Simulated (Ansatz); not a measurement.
GaBiO₃ (model structure, started from the tetragonal perovskite type, P4mm, No. 99, 5 atoms in the cell) was calculated with dielectric-dependent PBEsol hybrid in Ansatz (PAW).

Run with plane-wave cutoff 460 eV, 6×6×6 k mesh, Fermi–Dirac smearing 0.01 eV, scalar-relativistic PAW data made under PBE.

Cell (relaxed with PBEsol):

```cif
data_BiGaO3
_chemical_formula_sum 'Ga1 Bi1 O3'
_space_group_name_H-M_alt 'P4mm'
_space_group_IT_number 99
_space_group_name_Hall 'P 4 -2'
_cell_length_a 3.66637
_cell_length_b 3.66637
_cell_length_c 4.75574
_cell_angle_alpha 90.000
_cell_angle_beta 90.000
_cell_angle_gamma 90.000
loop_
_atom_site_label
_atom_site_type_symbol
_atom_site_symmetry_multiplicity
_atom_site_Wyckoff_symbol
_atom_site_fract_x
_atom_site_fract_y
_atom_site_fract_z
_atom_site_occupancy
Ga1 Ga 1 b 0.50000 0.50000 0.49174 1
Bi1 Bi 1 a 0.00000 0.00000 0.04924 1
O1 O 1 b 0.50000 0.50000 0.87502 1
O2 O 2 c 0.00000 0.50000 0.34500 1
```

Problem. Give the computed band gap, smallest direct gap on the k points sampled and direct gap at Γ.

Solution. 
* **band gap**: 2.99 eV (on the SCF k mesh)
* **smallest direct gap on the k points sampled**: 3.80 eV
* **direct gap at Γ**: 6.19 eV

Note: the relaxation could raise the start's symmetry but not lower it, so the cell can be a saddle point; cell and atoms aren't relaxed at this level (pressure -3.7 GPa).

Spin–orbit coupling is not included; with these elements it can move the gap by several tenths of an eV or more.

Static lattice: no zero-point or thermal effects.

The result took roughly 6 core-minutes.

A model structure was made by putting elements into a prototype or built by hand; it is no filed structure, need not be a known phase, and can be a saddle point held by its symmetry.

Ansatz is an electronic-structure program.
